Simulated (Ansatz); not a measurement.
System: antifluorite K2Te. Method: B3LYP (VWN-RPA form) (Ansatz, a quantum-chemistry and plane-wave program, PAW).

Numerical settings: plane-wave cutoff 460 eV, 6×6×6 k mesh, Fermi–Dirac smearing 0.01 eV, scalar-relativistic PAW data made under PBE.

Computed points:

```json
[
 {"V (Å³/atom)": "44.379", "E − E_lowest (meV/atom)": "8.53"},
 {"V (Å³/atom)": "45.007", "E − E_lowest (meV/atom)": "5.17"},
 {"V (Å³/atom)": "46.191", "E − E_lowest (meV/atom)": "1.18"},
 {"V (Å³/atom)": "47.103", "E − E_lowest (meV/atom)": "0.00"},
 {"V (Å³/atom)": "48.560", "E − E_lowest (meV/atom)": "1.08"},
 {"V (Å³/atom)": "49.745", "E − E_lowest (meV/atom)": "4.30"}
]
```

Question: Fit the third-order Birch–Murnaghan equation and give B0 and B′.

Answer: V0 = 47.375 Å³/atom, B0 = 12.9 GPa, B′ = 4.5 (fit to the energies at full precision).

Note: the relaxation could not lower the start's symmetry, so the cell can be a saddle point above a distorted one.

Spin–orbit coupling is not included.

The computed numbers hold no vibrational or temperature effects.
